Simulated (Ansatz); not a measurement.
Be2C (Fm-3m): electron mass 0.304 mₑ, hole mass 0.432 mₑ, dielectric constants ε∞ = 6.84 and ε₀ = 14.0, effective LO phonon energy 119 meV (band masses from PBE, rigid bands run with Ansatz, an electronic-structure program, cell and atoms relaxed with PBE; dielectric constants and zone-centre modes from LDA run with Ansatz on its own relaxed cell).

**Question.** Estimate a shallow donor's binding energy, its radius and the Mott density in the hydrogenic model.

**Answer.** E_d = 13.606 eV × m/ε₀² = 21.1 meV and a = 0.0529 nm × ε₀/m = 2.44 nm; n^(1/3) a = 0.26 gives 1.2e18 cm⁻³. The orbit spans many cells, so the model is sensible.

**Question.** Bracket the exciton binding energy.

**Answer.** The reduced mass is 0.178 mₑ, which gives 12.4 meV with ε₀ and 51.9 meV with ε∞. Both lie under the phonon energy, so the ions follow and the static value is the better guide.

Isotropic masses (harmonic means over directions) and a parabolic band; the masses carry the functional's gap error.

Formula and space group known from diffraction (Crystallography Open Database), not checked to be the room-temperature form: Be2C (Fm-3m).
